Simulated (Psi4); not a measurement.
Psi4 1.11, PBE0/def2-tzvp: W(O)(NH)(F)(Br) ([NH]=[W](=[O])([F])[Br]), 6 atoms. The geometry is a generated start, not checked to be a minimum at this level.

```
Quantity                                              Value
--------------------------  -------------------------------
task                                                 energy
method                                                 pbe0
basis                                             def2-tzvp
memory                                                 3 GB
maxiter                                                 100
keys of the molecule block                      symmetry c1
scf_type                                       df (default)
guess                        auto, which took SAD (default)
scf_initial_accelerator                     adiis (default)
e_convergence                               1e-06 (default)
d_convergence                               1e-06 (default)
dft_radial_points                              75 (default)
dft_spherical_points                          302 (default)
effective core potentials   those of the basis set, past Kr
basis functions                                         187
grid points                                          130459
```

```xyz
6

W      0.0174    -0.0418     0.4132
O      1.3847     0.3454     1.3011
N      0.2903    -0.2593    -1.3391
H      0.6780    -0.4071    -2.2735
F     -0.9011    -1.4464     1.1912
Br    -1.4694     1.8092     0.7072
```

Charge 0 and multiplicity 1 are set for this test and not shown to be the ground state.

One run each on 2 threads. Values of diis_max_vecs tried: 3, 6, 10 (default), 20.

Question: Which value of diis_max_vecs needs the fewest SCF iterations, and what happens away from it?

Answer: Fewest SCF iterations, within one of each other: 6 with 12, 10 (default) with 12, 20 with 12. The count rises to 65 at 3. All converge to one solution.

```tsv
diis_max_vecs	SCF iterations	end
3	65	same solution
6	12	same solution
10 (default)	12	same solution
20	12	same solution
```
